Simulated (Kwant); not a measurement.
Model system: π system C=CC=C between two chain leads. The π system is taken as planar. Atoms are numbered from 0 in the order of the SMILES. Site energies (eV, carbon 0): [0.0, 0.0, 0.0, 0.0]. Bonds (i, j, β in eV): (0,1,-3) (1,2,-3) (2,3,-3). Leads: chains of hopping −4.5 eV, joined by −1.5 eV to atoms 0 and 2.

Site energies and bond integrals are typed Hückel values.

Kwant, Hückel tight-binding model, one pz orbital an atom, one spin, coherent transport at 0 K. Conductance is in e²/h.

Sweep values stay those of the base run.

Base results: transmission at E = 0 < 1e-12; mean G (e²/h) over the sweep 0.16.

### Question
What follows from this one change: contacts moved from atoms [0, 2] to [0, 3]?

### Answer
transmission at E = 0 < 1e-12 → 0.11; mean G over the sweep 0.16 → 0.26 e²/h.

### Question
What follows from this one change: contacts moved from atoms [0, 2] to [1, 2]?

### Answer
transmission at E = 0 little changed (< 1e-12); mean G over the sweep 0.16 → 0.15 e²/h.
